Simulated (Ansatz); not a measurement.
The reference is Zr in the hcp (Mg type) structure (space group P6_3/mmc, No. 194; relaxed with 0.1 eV smearing).

```
Zr
1.0
    3.24432     0.00000     0.00000
   -1.62216     2.80966     0.00000
    0.00000     0.00000     5.15800
Zr
2
Direct
  0.66667   0.33333   0.75000
  0.33333   0.66667   0.25000
```

Cartesian axes are those of the cell as printed.

Computed with r2SCAN in Ansatz (plane waves to 500 eV, PAW, no spin-orbit coupling).

For the base:

Pressure: 0.0 GPa
Shortest interatomic distance: 3.187 Å

Now apply this change: a pure shear with ε_xz = ε_zx = 0.0143, atoms relaxed at fixed cell.

Problem. How does this affect the pressure, shortest interatomic distance and energy relative to the base?

Solution. The pressure (mean of the normal stresses, compression positive) stays 0.0 GPa; the shortest interatomic distance falls by 0.037 Å, from 3.187 Å to 3.150 Å; the energy grows by 1.9 meV/atom.

The cells carry an imposed strain or load. No phonon test of stability was made. The final runs are not spin-polarised.

Ansatz is a quantum-chemistry and plane-wave program.
